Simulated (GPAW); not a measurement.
```
CELL_PARAMETERS angstrom
      3.47748     0.00000     0.00000
      0.00000     3.47748     0.00000
      0.00000     0.00000     7.71490
ATOMIC_POSITIONS crystal
  Zr 0.00000 0.50000 0.72519
  Zr 0.50000 0.00000 0.27481
  Ge 0.50000 0.50000 0.00000
  Ge 0.00000 0.00000 0.00000
  S  0.00000 0.50000 0.37856
  S  0.50000 0.00000 0.62144
```

Level of theory: PBEsol, GPAW PAW datasets PBEsol (made by gpaw-setup) (plane waves; GPAW).

The set-up and first iterations of a GPAW log for ZrGeS (P4/nmm, 6 atoms in the cell):

```
Input parameters:
  convergence: {forces: 0.001}
  kpts: [7 7 3]
  maxiter: 100
  mode: {ecut: 550,
         name: pw}
  nbands: -12
  occupations: {name: fermi-dirac,
                width: 0.136}
  symmetry: {symmorphic: False,
             tolerance: 0.0005}
  xc: PBEsol

species:
  Zr:
    name: Zirconium
    Z: 40.0
    valence: 12
    core: 28
    charge: 0.0
    file: Zr.PBEsol.gz

    # Using partial waves for Zr as LCAO basis

  Ge:
    name: Germanium
    Z: 32.0
    valence: 4
    core: 28
    charge: 0.0
    file: Ge.PBEsol.gz

    # Using partial waves for Ge as LCAO basis

  S:
    name: Sulfur
    Z: 16.0
    valence: 6
    core: 10
    charge: 0.0
    file: S.PBEsol.gz

    # Using partial waves for S as LCAO basis

Reference energy: -331467.620297  # eV

Spin-paired calculation

Convergence criteria:
 Maximum [total energy] change in last 3 cyles: 0.0005 eV / valence electron
   [... lines left out ...]
  Linear mixing parameter: 0.05
  old densities: 5
  Damping of long wavelength oscillations: 50

Hamiltonian:
  XC and Coulomb potentials evaluated on a 40*40*84 grid
  External potential:
    NoExternalPotential

XC parameters: PBEsol with 2 nearest neighbor stencil

Number of atoms: 6
Number of atomic orbitals: 42
Number of bands in calculation: 34
Number of valence electrons: 44
Bands to converge: occupied

Density initialized from atomic densities
  34 bands from LCAO basis set

Atomic positions and initial magnetic moments

Positions:
   0 Zr     0.000000    1.738741    5.594771    ( 0.0000,  0.0000,  0.0000)
   1 Zr     1.738741    0.000000    2.120133    ( 0.0000,  0.0000,  0.0000)
   2 Ge     1.738741    1.738741    0.000000    ( 0.0000,  0.0000,  0.0000)
   3 Ge     0.000000    0.000000    0.000000    ( 0.0000,  0.0000,  0.0000)
   4 S      0.000000    1.738741    2.920554    ( 0.0000,  0.0000,  0.0000)
   5 S      1.738741    0.000000    4.794350    ( 0.0000,  0.0000,  0.0000)

Unit cell:
           periodic     x           y           z      points  spacing
  1. axis:    yes    3.477481    0.000000    0.000000    20     0.1739
  2. axis:    yes    0.000000    3.477481    0.000000    20     0.1739
  3. axis:    yes    0.000000    0.000000    7.714904    42     0.1837

  Lengths:   3.477481   3.477481   7.714904
  Angles:   90.000000  90.000000  90.000000

Effective grid spacing dv^(1/3) = 0.1771
     iter     time        total  log10-change:
                         energy   eigst   dens  force
iter:   1 --:--:--   -41.902349
iter:   2 --:--:--   -41.905603   -0.75  -1.21
iter:   3 --:--:--   -41.707779   -1.57  -1.24
iter:   4 --:--:--   -41.683486   -2.05  -1.39
iter:   5 --:--:--   -41.656154   -2.31  -1.57
iter:   6 --:--:--   -41.639926   -2.72  -1.98
iter:   7 --:--:--   -41.631048   -3.20  -2.22
iter:   8 --:--:--   -41.638222c  -2.85  -2.40
iter:   9 --:--:--   -41.627765c  -3.51  -2.41
iter:  10 --:--:--   -41.627710c  -4.51  -3.03
iter:  11 --:--:--   -41.627802c  -4.96  -3.08
iter:  12 --:--:--   -41.627658c  -5.20  -3.24
```

How does the run end?

The run converged in 26 iterations. Its thresholds were met; that alone does not show that basis and mesh suffice. It ends on: free energy E − TS (from the program's reference atoms) -41.6646 eV; Fermi level (on the code's own zero) 11.92 eV; pressure 17.55 GPa; largest force (vector length) 0.499 eV/Å. The log goes on:

```
   [... 3 lines left out ...]
iter:  16 --:--:--   -41.627706c  -6.76  -3.58
iter:  17 --:--:--   -41.627704c  -6.04  -3.63
iter:  18 --:--:--   -41.627703c  -6.21  -3.99
iter:  19 --:--:--   -41.627699c  -7.10  -3.97
iter:  20 --:--:--   -41.627687c  -7.22  -4.56c
iter:  21 --:--:--   -41.627690c  -8.16c -4.58c
iter:  22 --:--:--   -41.627689c  -8.09c -4.75c -2.23
iter:  23 --:--:--   -41.627688c  -8.95c -4.87c -2.81
iter:  24 --:--:--   -41.627689c  -9.12c -4.91c -2.97
iter:  25 --:--:--   -41.627687c  -8.68c -5.07c -2.78
iter:  26 --:--:--   -41.627687c  -8.93c -5.03c -3.04c
Converged after 26 iterations.

Dipole moment: (-0.000000, -0.000000, -0.000000) |e|*Ang

Energy contributions relative to reference atoms: (reference = -331467.620297)

Kinetic:        +95.363730
Potential:      -83.548601
External:        +0.000000
XC:             -54.172890
Entropy (-ST):   -0.073880
Local:           +0.767014
SIC:             +0.000000
--------------------------
Free energy:    -41.664627
Extrapolated:   -41.627687

Showing only first 2 kpts
 Kpt  Band  Eigenvalues  Occupancy
  0    20      9.58694    2.00000
  0    21     10.82302    1.99939
  0    22     11.82055    1.36257
  0    23     12.33648    0.09183

  1    20      9.61136    2.00000
  1    21      9.61136    2.00000
  1    22     12.27499    0.14064
  1    23     12.86927    0.00191

Fermi level: 11.92387

No gap
No difference between direct/indirect transitions
Energy (eV): -41.627687

Forces in eV/Ang:
  0 Zr    0.00000    0.00000   -0.49944
  1 Zr    0.00000    0.00000    0.49944
  2 Ge   -0.00000    0.00000    0.00000
  3 Ge    0.00000    0.00000    0.00000
  4 S     0.00000    0.00000    0.17509
  5 S     0.00000    0.00000   -0.17509

Stress tensor:
    -0.109237     0.000000     0.000000
     0.000000    -0.109237     0.000000
     0.000000     0.000000    -0.110060
Stress (GPa, Voigt): [-17.5016 -17.5016 -17.6336   0.       0.       0.    ]
```

For comparison: a first run was changed to give this one (lattice scaled by 0.98), and from it to this one the free energy rises by 72.3 meV/atom, the pressure goes from 6.46 to 17.55 GPa and the largest force goes from 0.341 to 0.499 eV/Å.

The starting cell comes from a database of computed structures (which also holds hypothetical and non-ambient phases and stackings), without a prior relaxation at this level. Its lattice was rescaled by a random factor within 2.5 % of one. For this run, on top of that: lattice scaled by 0.98. With a pressure of about 18 GPa the cell is away from its equilibrium volume at this level.

The run was DFT PBEsol, plane waves, GPAW PAW datasets PBEsol (made by gpaw-setup). Main settings of its input:

mode: pw
ecut: 550 eV
xc: PBEsol
kpts: 7 7 3
mesh shift (steps): 0 0 0
occupations.name: fermi-dirac
occupations.width: 0.136 eV
nbands: -12
convergence.forces: 0.001 eV/Å
symmetry.symmorphic: false
symmetry.tolerance: 0.0005
maxiter: 100
